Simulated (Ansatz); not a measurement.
An Ansatz (a quantum-chemistry and plane-wave program) run: Na with a change (biaxial strain −0.42 %, plane normal [111], relaxed out of plane); PBEsol in Ansatz (plane waves to 420 eV, PAW, without spin-orbit coupling).

Input:

Ansatz 0.2 input:
```yaml
crystal:
  lattice:
    - [5.877388672, 0, 0]
    - [2.938694336, 5.0899678979, 0]
    - [2.938694336, -1.696655966, 1.207307034]
  atoms:
    - { symbol: Na, position: [0, 0, 0] }
basis: { ecutwfc: 420, ecutrho_ratio: 4, xc_grid: 2, fft_grid_basis: typed }
kpoints: { mp_grid: { grid: [22, 22, 22] } }
hamiltonian:
  xc: pbesol
  dispersion: none
  pseudopotentials: { kind: paw }
scf: { occupations: { method: fermi_dirac, width: 0.1 } }
relax: { f_tol: 0.005, max_steps: 50, cell: { stress_tol: 0.01, fix: [a, b, gamma] } }
output: { forces: true, stress: true }
checkpoint: { write: state.ck, write_every: 1000 }
```

Output (explanatory and most iteration lines left out):

```
Relaxation: its limit of steps is 50 (relax.max_steps)
Pseudopotential: Na, paw, valence charge 9
Crystal: 1 atoms, lattice volume = 36.117 Å³
Basis set: ecut = 420 eV, 683 PW (Γ), exchange–correlation on 80×80×50 points (8 copies of the dense FFT grid, shifted against one another)
Bands: 9, of which v1, the nominal top of the filled ones, is band 5 counted from 1 (4 counted from 0)
Symmetry: 12 space group operations
Space group: R-3m (ITA 166), of the structure as read, at distance tolerance 3.3e-5 Å
k-points: 1024 of 10648
Functional: x = pbesol(κ = 0.804, μ = 0.12345679012345678), c = pbesol(β = 0.046)
SCF iter   1: F=—  HF=-1475.877488 eV  |F-HF|=—  |Δ(HF+E_count)|=         —  Δρ=1.70e-3  dr2=4.63e-4  ethr=1.77e-3  ⟨swp⟩=5.0  Hψ=58970  notcnv=0
SCF iter   2: F=—  HF=-1475.876962 eV  |F-HF|=—  |Δ(HF+E_count)|=   5.26e-4  Δρ=5.68e-4  dr2=7.52e-5  ethr=5.15e-6  ⟨swp⟩=2.3  Hψ=21635  notcnv=0
SCF 1 converged in 6 iterations: F = -1475.876952 eV  dr2 = 1.20e-8
relax step   1: F+E_penalty+E_count = -1475.87695165 eV  Δ(F+E_penalty+E_count) = +0.000e0 eV  max|allowed force component| = 0.000e0 eV/Å  Δτ_max = 0.0000 Å  P = +0.050 GPa  Ω = 36.117 Å³  fix = [a, b, gamma]  reactions: a +0.077, b +0.077 GPa  (6 SCF iters, dr2 threshold 1.00e-7 eV, accepted)
Crystal: 1 atoms, lattice volume = 36.117 Å³
SCF iter   1: F=—  HF=-1475.876951 eV  |F-HF|=—  |Δ(HF+E_count)|=         —  Δρ=8.85e-6  dr2=1.16e-8  ethr=3.67e-8  ⟨swp⟩=3.6  Hψ=84718  notcnv=0
SCF iter   2: F=—  HF=-1475.876952 eV  |F-HF|=—  |Δ(HF+E_count)|=   8.66e-7  Δρ=3.09e-6  dr2=2.97e-9  ethr=1.29e-10  ⟨swp⟩=2.0  Hψ=13663  notcnv=0
SCF 2 converged in 5 iterations: F = -1475.876952 eV  dr2 = 1.64e-13
SCF converged after 5 iterations
Free energy (F): -1475.876952 eV
Internal energy: -1475.861752 eV  (E = F + TS)
E sigma→0 (E₀):  -1475.869352 eV
Entropy (-TS):   -0.015200 eV (-15.200 meV/atom)
Fermi energy:    1.831115 eV
--- Forces (eV/Å), atoms counted from 1 ---
  atom   1  Na    -0.00000000     0.00000000     0.00000000
--- Stress (GPa, compression-positive) ---
        0.077475       0.000000       0.000000
        0.000000       0.077475       0.000000
       -0.000000       0.000000      -0.004412
  P = ⅓ Tr σ = 0.0502 GPa (0.502 kbar)
--- Relaxed structure (1 steps of the walk, 1 accepted, 1 SCFs on fresh bases) ---
  cell:  # Å, volume = 36.1175 Å³
    - [5.877388672019119, -5.8652251996629445e-27, 1.3820652513497871e-27]
    - [2.9386943360095596, 5.089967897883443, 7.0265712823579e-11]
    - [2.9386943360095596, -1.6966559659778144, 1.2073070339765781]
  atoms:
    - { symbol: Na, position: [0.0, 0.0, 0.0] }
```

Stability against distortions was not tested. The cell was made from Na in the bcc (W type) structure (space group Im-3m, No. 229) by this change: biaxial strain −0.42 %, plane normal [111], relaxed out of plane.
